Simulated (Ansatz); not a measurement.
Here is the system:

```
WO3
1.0
    3.87148     0.00000     0.00000
    0.00000     7.63244     0.00000
    0.00000     0.00000     7.46256
W O
4 12
Cartesian
  3.65395   7.42547   5.59692
  0.21752   0.20697   1.86564
  3.65395   4.02320   1.86564
  0.21752   3.60925   5.59692
  3.84845   5.80163   1.86564
  0.02302   1.83081   5.59692
  3.84845   5.64703   5.59692
  0.02302   1.98541   1.86564
  1.98419   0.08931   1.86564
  1.88729   7.54313   5.59692
  1.98419   3.72691   5.59692
  1.88729   3.90553   1.86564
  0.00000   0.00000   3.73128
  0.00000   0.00000   0.00000
  0.00000   3.81622   3.73128
  0.00000   3.81622   0.00000
```

No spin polarisation.

Level of theory: plane-wave PAW DFT at the PBEsol level (Ansatz, a first-principles code, 420 eV), no spin-orbit coupling. Γ-centred 7×4×4 mesh, Fermi–Dirac width 0.05 eV.

Question: Predict the gap character, electron mass and width of the top valence band.

Answer: 
```json
{
 "gap_character": "indirect, X → Γ",
 "electron_mass": "2.6 mₑ along a, 0.28 mₑ along b, 0.19 mₑ along c (at Γ)",
 "width_of_the_top_valence_band": "0.83 eV"
}
```

With W present, leaving out spin-orbit coupling can change the band edges. Load acts through the strain it causes; cell and atoms are relaxed under it. Masses are band curvatures over ±0.01 Å⁻¹ around the edge. Whether these cells are dynamically stable was not tested. The cell was made from WO₃ (space group Pbcm, No. 57; a cell from a computed database, its experimental status unchecked) by this change: pressure 1.5 GPa.
